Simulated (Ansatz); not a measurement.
Consider the following.

```
CELL_PARAMETERS angstrom
      0.00000     2.71395     2.77901
      2.71395     0.00000     2.77901
      2.71395     2.71395     0.00000
ATOMIC_POSITIONS crystal
  Mg 0.00000 0.00000 0.00000
  Se 0.50000 0.50000 0.50000
```

Level of theory: PBEsol with spin-orbit coupling, rigid bands (plane waves, PAW; Ansatz, a program for electronic structure). Condition of this run: uniaxial stress zz = -2 GPa (compression positive) (the target of the relaxation). Cell: cell and atoms relaxed with PBEsol, then loaded as said.

### Question
Predict the hole conductivity mass (n e² τ/σ) at 300 K, by direction if it differs.

### Answer
1.00 (x), 1.00 (y), 0.62 (z) mₑ.

### Question
What conductivity effective mass do dilute electrons have at 300 K?

### Answer
0.33 (x), 0.33 (y), 0.25 (z) mₑ.

### Question
And the band gap?

### Answer
1.55 eV at this level; semilocal functionals usually fall short of the measured gap.

Rigid bands, one relaxation time for all states, no polarons.
